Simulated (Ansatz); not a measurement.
# A constructed model of the (110) surface of bcc W, a cell of two sites (a+b, b-a) surface alloy, Ga on one W site of the top plane (bottom of the slab: a bare face, its two planes held)

The numbers are results of PBE (plane waves to 420 eV, PAW; Ansatz, a first-principles code), not measurements.

Model: 12-atom slab, 11.1 Å thick at the start with caps and adatoms (thin: gaps and levels are the slab's own), 12x8x1 mesh, Fermi-Dirac 0.1 eV, dipole correction, 4 atoms held, the rest relaxed; held to the start's symmetry, so lower structures may exist; no spin, no spin-orbit, no U. It is one candidate, not shown to be the stable structure of the face.

```yaml
work_function_of_the_top_face: 4.38 eV
energy_released_by_relaxation: 0.15 eV
cost: around 7 core-minutes (rough)
```
